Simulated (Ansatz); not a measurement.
**Response to strain in BeSe**

Base system: BeSe in the zinc blende structure (space group F-43m, No. 216; a = 5.178 Å).

Strains are applied to the cell and any free atomic positions relax.

Calculations: DFT with PBE, PAW potentials and a 420 eV plane-wave cutoff in Ansatz (an electronic-structure program), no SOC.

Candidates:
(a) isotropic strain −1.00 %
(b) isotropic strain +1.50 %
(c) isotropic strain −1.50 %

Before the change:

Smallest direct gap: 4.22 eV

Order them by smallest direct gap, lowest first.

(b) isotropic strain +1.50 % (3.90 eV), (a) isotropic strain −1.00 % (4.45 eV), (c) isotropic strain −1.50 % (4.56 eV)

No phonon test of stability was made.
